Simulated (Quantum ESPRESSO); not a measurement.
Quantum ESPRESSO is run on Cs2GaHgCl6 (Fm-3m, 10 atoms in the cell), and the run fails. The aim is a self-consistent single point with DFT, PBEsol, plane waves, PseudoDojo standard norm-conserving (PBESOL) pseudopotentials.

Cell that was meant: a = 7.5407 Å, b = 7.5407 Å, c = 7.5407 Å, α = 60.00°, β = 60.00°, γ = 60.00°.

Part of the input:

```fortran
Ga    69.7230  Ga.upf
Hg   200.5920  Hg.upf
Cl    35.4500  Cl.upf
ATOMIC_POSITIONS direct
Cs    0.75000000    0.75000000    0.75000000
Cs    0.25000000    0.25000000    0.25000000
Ga    0.00000000    0.00000000    0.00000000
```

Output (repeated stretches shortened):

```
     This program is part of the open-source Quantum ESPRESSO suite
     for quantum simulation of materials; please cite

 %%%%%%%%%%%%%%%%%%%%%%%%%%%%%%%%%%%%%%%%%%%%%%%%%%%%%%%%%%%%%%%%%%%%%%%%%%%%%%
     Error in routine read_cards (1):
     unknown option for ATOMIC_POSITION: ATOMIC_POSITIONS DIRECT
 %%%%%%%%%%%%%%%%%%%%%%%%%%%%%%%%%%%%%%%%%%%%%%%%%%%%%%%%%%%%%%%%%%%%%%%%%%%%%%

     stopping ...
```

Question: From the messages shown, name the fault and mend the input.

Answer: The fault is a value that the program does not know. The key takes a closed list of words, and names differ between codes. To fix it, use one of the words that the key accepts. The program stopped before any SCF iteration.

An input that runs soundly differs in these lines (not the only fix; some lines may just follow from the change or write a value another way):
```diff
-ATOMIC_POSITIONS direct
+ATOMIC_POSITIONS crystal
```

With that input, the run converged in 13 iterations: free energy E − TS -10565.7111 eV; Fermi level (on the code's own zero) 4.56 eV; pressure -2.07 GPa; largest force (vector length) 0.074 eV/Å (DFT, PBEsol, plane waves, PseudoDojo standard norm-conserving (PBESOL) pseudopotentials).

On the sound input: the starting cell comes from a database of computed structures (which also holds hypothetical and non-ambient phases and stackings), without a prior relaxation at this level.
